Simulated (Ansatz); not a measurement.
Consider Mg$_{2}$Ge in the anti-fluorite structure (space group Fm-3m, No. 225).

```xyz
3
Lattice="0.0000 3.2106 3.2106 3.2106 0.0000 3.2106 3.2106 3.2106 0.0000" Properties=species:S:1:pos:R:3 pbc="T T T"
Ge     0.0000     0.0000     0.0000
Mg     1.6053     1.6053     1.6053
Mg     4.8159     4.8159     4.8159
```

All numbers come from PBE in Ansatz (plane waves to 420 eV, PAW, no spin-orbit coupling).

Base values:

- Valley order = X along ⟨100⟩ 0.17 eV; L along ⟨111⟩ 0.94 eV; Γ 0.95 eV
- Width of the top valence band = 2.65 eV

It is then changed as follows: a negative pressure, −1 GPa.

Question: How does this affect the valley order and width of the top valence band?

Answer: The valley order (the lowest conduction-band minima on the path, energy above the VBM, named in the base's zone) becomes X along ⟨100⟩ 0.18 eV; Γ 0.83 eV; L along ⟨111⟩ 0.85 eV (base: X along ⟨100⟩ 0.17 eV; L along ⟨111⟩ 0.94 eV; Γ 0.95 eV); the width of the top valence band drops by 0.047 eV to 2.61 eV.

The levels and masses belong to the bands next to the band gap. Load acts through the strain it causes; cell and atoms are relaxed under it. Stability against distortions was not tested.

Ansatz is a first-principles code.
